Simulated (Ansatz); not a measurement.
Se, element substitutions

The parent structure is Se (space group P3_121, No. 152; a = 4.039 Å, c = 5.121 Å; made of chains).

Each row replaces one element on all its sites; cell and atoms are relaxed.

Computed with PBEsol/PAW in Ansatz (a first-principles code), without spin-orbit coupling.

```json
[
 {"change": "base", "space group": "P3_121 (No. 152)", "shortest interatomic distance": "2.437 Å"},
 {"change": "Se → Rh", "space group": "Pm-3m (No. 221)", "shortest interatomic distance": "2.499 Å"},
 {"change": "Se → W", "space group": "Im-3m (No. 229)", "shortest interatomic distance": "2.732 Å"},
 {"change": "Se → Pd", "space group": "Fm-3m (No. 225)", "shortest interatomic distance": "2.741 Å"}
]
```

No phonon test of stability was made. As relaxed here, Rh is a hypothetical phase, not in the database extracts checked. The final runs are not spin-polarised. No dispersion term is included in the PBEsol runs. Rh has a high density of states at the Fermi level and may be magnetic at this level.
